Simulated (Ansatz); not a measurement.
**Pressure series in CuI**

Consider CuI in the zinc blende structure (space group F-43m, No. 216; a = 6.079 Å).

Cell and atoms are relaxed at each pressure.

Calculations: DFT with PBE, PAW potentials and a 420 eV plane-wave cutoff in Ansatz (a program for electronic structure), no spin-orbit coupling.

```json
[
 {"change": "base", "gap character": "direct at Γ", "band gap": "1.10 eV", "width of the top valence band": "1.47 eV"},
 {"change": "pressure −2 GPa", "gap character": "direct at Γ", "band gap": "0.96 eV", "width of the top valence band": "1.28 eV"},
 {"change": "pressure −1 GPa", "gap character": "direct at Γ", "band gap": "1.03 eV", "width of the top valence band": "1.38 eV"},
 {"change": "pressure 0.9 GPa", "gap character": "direct at Γ", "band gap": "1.16 eV", "width of the top valence band": "1.54 eV"},
 {"change": "pressure 2.1 GPa", "gap character": "direct at Γ", "band gap": "1.23 eV", "width of the top valence band": "1.64 eV"},
 {"change": "pressure 4.5 GPa", "gap character": "direct at Γ", "band gap": "1.36 eV", "width of the top valence band": "1.81 eV"},
 {"change": "pressure 9 GPa", "gap character": "direct at Γ", "band gap": "1.56 eV", "width of the top valence band": "2.08 eV"},
 {"change": "pressure 15 GPa", "gap character": "direct at Γ", "band gap": "[?]", "width of the top valence band": "[?]"},
 {"change": "pressure 22.5 GPa", "gap character": "direct at Γ", "band gap": "2.00 eV", "width of the top valence band": "2.71 eV"},
 {"change": "pressure 30 GPa", "gap character": "indirect, Γ → X", "band gap": "1.93 eV", "width of the top valence band": "3.00 eV"}
]
```

Problem. Some entries are withheld; estimate them.

Solution. 
- pressure 15 GPa, band gap: 1.77 eV
- pressure 15 GPa, width of the top valence band: 2.38 eV

Spin-orbit coupling, missing from the scalar runs, can matter with I. Load acts through the strain it causes; cell and atoms are relaxed under it. No phonon test of stability was made. Tetrahedral semiconductors of this kind turn to denser phases somewhere between about 1 and 50 GPa; those were not computed, so compressed cells here can lie past the real transition. The final runs are not spin-polarised.
